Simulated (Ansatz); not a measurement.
# MgTe, response to strain

Base system: MgTe in the wurtzite structure (space group P6_3mc, No. 186).

```xyz
4
Lattice="4.5614 0.0000 0.0000 -2.2807 3.9503 0.0000 0.0000 0.0000 7.4119" Properties=species:S:1:pos:R:3 pbc="T T T"
Mg     0.0000     2.6335     7.4089
Mg     2.2807     1.3168     3.7029
Te     0.0000     2.6335     2.7899
Te     2.2807     1.3168     6.4959
```

Strains are applied to the cell and any free atomic positions relax.

The values are results of plane-wave PAW DFT at the PBEsol level (Ansatz, a quantum-chemistry and plane-wave program, 420 eV), scalar-relativistic without spin-orbit coupling, not measurements.

| isotropic strain (%) | band gap (eV) |
|---|---|
| 0 | 2.39 |
| 0.6 | 2.31 |
| 1.2 | 2.23 |
| 1.8 | ? |
| 2.4 | 2.08 |
| 3 | 2.01 |

Task: Fit E_g = E₀ + Dε (ε in %) to the rows shown and predict the withheld row.

Result: Least squares on the printed values gives E₀ = 2.39 eV, D = -127 meV per % of strain (largest residual 0.00 eV); this predicts 2.16 eV, and the run gives 2.16 eV, in agreement.

Spin-orbit coupling, missing from the scalar runs, can matter with Te. Stability against distortions was not tested.
